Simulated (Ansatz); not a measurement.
The structure below was relaxed with Ansatz (an electronic-structure program) r2SCAN, spin-orbit coupling left out.

Space group Pmm2 (No. 25); a = 3.109 Å, b = 6.590 Å, c = 8.433 Å, α = β = γ = 90.00°

```json
[
 {"atom": "Ir", "site": "2h", "symmetry": "m..", "x": "0.5000", "y": "0.2075", "z": "0.2669"},
 {"atom": "Sn", "site": "2g", "symmetry": "m..", "x": "0.0000", "y": "0.2448", "z": "0.7180"},
 {"atom": "Sn", "site": "1a", "symmetry": "mm2", "x": "0.0000", "y": "0.0000", "z": "0.0528"},
 {"atom": "Sn", "site": "1d", "symmetry": "mm2", "x": "0.5000", "y": "0.5000", "z": "0.0394"},
 {"atom": "Ir", "site": "1c", "symmetry": "mm2", "x": "0.5000", "y": "0.0000", "z": "0.5418"},
 {"atom": "Sn", "site": "1b", "symmetry": "mm2", "x": "0.0000", "y": "0.5000", "z": "0.3960"}
]
```

Task: Write out a cell with all atoms.

Result: 
```
Sn5Ir3
1.0
    3.10924     0.00000     0.00000
    0.00000     6.58959     0.00000
    0.00000     0.00000     8.43283
Ir Sn
3 5
Direct
  0.50000   0.79250   0.26694
  0.50000   0.20750   0.26694
  0.50000   0.00000   0.54183
  0.00000   0.75521   0.71802
  0.00000   0.24479   0.71802
  0.00000   0.00000   0.05278
  0.50000   0.50000   0.03945
  0.00000   0.50000   0.39600
```
This is the conventional cell.

These are small ordered cells, not random alloys; other orderings at the same x differ. No phonon test of stability was made. All final runs are without spin polarisation. The cell was made from Sn by this change: x(Ir) = 0.375, 8 atoms, P2. Under x(Ir) = 0.375, 8 atoms, P2 the cell changed shape so far that it is another structure.
